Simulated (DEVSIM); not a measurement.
Device: Au/SiO2/p-Ge capacitor, at 300 K.

```tsv
layer (left to right)	material	thickness (nm)	Na (cm⁻³)
1	SiO2	1.00	-
2	Ge	6600	8.2e15
```

Metal gate on the left, work function 5.1 eV. Fixed charge at the semiconductor interface -6.8e10 cm⁻² (in units of +e); no interface traps.

Constants are typed, rounded textbook-type inputs, not results; the design itself was drawn at random and stands for no fabricated device. Values at 300 K.

```csv
parameter,SiO2,Ge
gap (eV),9,0.664
affinity (eV),0.9,4
permittivity,3.9,16
Nc (cm⁻³),-,1.04e19
Nv (cm⁻³),-,6e18
```

DEVSIM, 1D Poisson equation in equilibrium, Boltzmann statistics, complete ionisation; no quantum confinement or tunnelling. Metal contacts follow the ideal Schottky-Mott rule: no Fermi-level pinning, no interface dipoles.

Q: Give the band bending (positive: bands bend down) and minority sheet density.

A: 
```json
[
 {"Vg (V)": "0.4", "ψs (V)": "-0.154", "minority carriers (cm⁻²)": "< 1e8"},
 {"Vg (V)": "0.55", "ψs (V)": "-0.053", "minority carriers (cm⁻²)": "< 1e8"},
 {"Vg (V)": "0.7", "ψs (V)": "0.086", "minority carriers (cm⁻²)": "< 1e8"},
 {"Vg (V)": "0.85", "ψs (V)": "0.232", "minority carriers (cm⁻²)": "6.4e8"},
 {"Vg (V)": "1", "ψs (V)": "0.376", "minority carriers (cm⁻²)": "9.6e10"},
 {"Vg (V)": "1.15", "ψs (V)": "0.472", "minority carriers (cm⁻²)": "1.2e12"}
]
```
